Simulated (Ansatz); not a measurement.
```
CELL_PARAMETERS angstrom
     17.50000     0.00000     0.00000
      0.00000    17.00000     0.00000
      0.00000     0.00000     3.79352
ATOMIC_POSITIONS crystal
  Li 0.67510 0.50000 0.00000
  F  0.64462 0.60816 0.00000
  Li 0.55411 0.67143 0.00000
  F  0.44476 0.67501 0.00000
  Li 0.35834 0.60595 0.00000
  F  0.32124 0.50000 0.00000
  Li 0.35834 0.39405 0.00000
  F  0.44476 0.32499 0.00000
  Li 0.55411 0.32857 0.00000
  F  0.64462 0.39184 0.00000
  F  0.67876 0.50000 0.50000
  Li 0.64166 0.60595 0.50000
  F  0.55524 0.67501 0.50000
  Li 0.44589 0.67143 0.50000
  F  0.35538 0.60816 0.50000
  Li 0.32490 0.50000 0.50000
  F  0.35538 0.39184 0.50000
  Li 0.44589 0.32857 0.50000
  F  0.55524 0.32499 0.50000
  Li 0.64166 0.39405 0.50000
```

Calculation: PBE (plane waves to 420 eV, PAW; Ansatz, an electronic-structure program). Mesh 1×1×8. No spin polarisation. Isolated but for its images some 11 Å away. A hypothetical model. It keeps the symmetry and period of its start, so it need not be a minimum against all distortions.

Question: Tabulate the two highest filled and two lowest empty levels along the axis, from the valence top.

Answer: 
```csv
k (2π/c),v2 (eV),v1 (eV),c1 (eV),c2 (eV)
0.000,-0.23,-0.21,6.34,–
0.042,-0.24,-0.22,6.36,–
0.083,-0.25,-0.24,6.41,–
0.125,-0.22,-0.22,6.51,–
0.167,-0.19,-0.19,–,–
0.208,-0.17,-0.17,–,–
0.250,-0.16,-0.16,–,–
0.292,-0.11,-0.11,–,–
0.333,-0.05,-0.05,–,–
0.375,-0.02,-0.02,–,–
0.417,0.00,0.00,–,–
0.458,-0.01,-0.01,–,–
0.500,-0.04,-0.04,–,–
```
A dash stands for levels within 1 eV of the vacuum level or above it.
